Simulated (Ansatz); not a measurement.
# Pt₃GaN (model structure, started from the Ni3MgC type, Pm-3m, No. 221, 5 atoms in the cell): properties by level of theory

```
level (code)     lattice constant a (Å)  bulk modulus (GPa)
---------------  ----------------------  ------------------
LDA (Ansatz)                      4.117                 224
PBE (Ansatz)                      4.204                   ?
PBEsol (Ansatz)                   4.146                 209
r²SCAN (Ansatz)                   4.172                 199
```

### Question
Complete the blanks.

### Answer

- PBE (Ansatz, a quantum-chemistry and plane-wave program), bulk modulus (GPa): 180

Caveats: the bulk modulus is −V dP/dV from two relaxed cells at ±2 % in volume (LDA, PBE, PBEsol, r²SCAN). Ansatz's density-functional and Hartree–Fock values are scalar-relativistic unless marked +SOC, with PAW data made under PBE.

Static lattice: no zero-point or thermal effects.

A model structure was made by putting elements into a prototype or built by hand; it is no filed structure, need not be a known phase, and can be a saddle point held by its symmetry.
